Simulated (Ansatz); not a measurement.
## How the lattice constant a of Ru (model structure, I4/mmm, No. 139, 1 atoms in the cell) moves with the method

No measured value is used here.

```tsv
level (code)	value (Å)
LDA (Ansatz)	3.172
PBEsol (Ansatz)	3.190
r²SCAN (Ansatz)	3.201
```

LDA, PBEsol, r²SCAN: the run has no spin polarisation, so it can have missed a magnetic state. Cutoffs differ between the levels. Ansatz's density-functional and Hartree–Fock values are scalar-relativistic unless marked +SOC, with PAW data made under PBE.

A model structure was made by putting elements into a prototype or built by hand; it is no filed structure, need not be a known phase, and can be a saddle point held by its symmetry.

Ansatz is a program for electronic structure.
